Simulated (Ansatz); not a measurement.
The reference is Ge in the diamond structure (space group Fd-3m, No. 227; a = 5.674 Å). Axes: x, y, z lie along the cube axes.

Calculations: Kohn–Sham DFT with the r2SCAN functional, run in Ansatz (a first-principles code) with PAW and 500 eV plane waves, spin-orbit coupling left out.

Before the change:

```
Property                         Value
-----------------------------  -------
Shortest interatomic distance  2.457 Å
```

The change: tensor shear ε_xy = +1.14 % (engineering shear γ = 0.0228); the atoms relax in the strained cell.

### Question
How does this affect the energy relative to the base?

### Answer
The energy increases by 2.5 meV/atom.

### Question
What does the calculation give for the stress after the change?

### Answer
The stress (xx, yy, zz, yz, xz, xy; compression positive) comes out as (0.05, 0.05, 0.01, 0.00, 0.00, -1.51) GPa.

### Question
What happens to the shortest interatomic distance?

### Answer
The shortest interatomic distance decreases by 0.009 Å to 2.448 Å.

Stability against distortions was not tested.
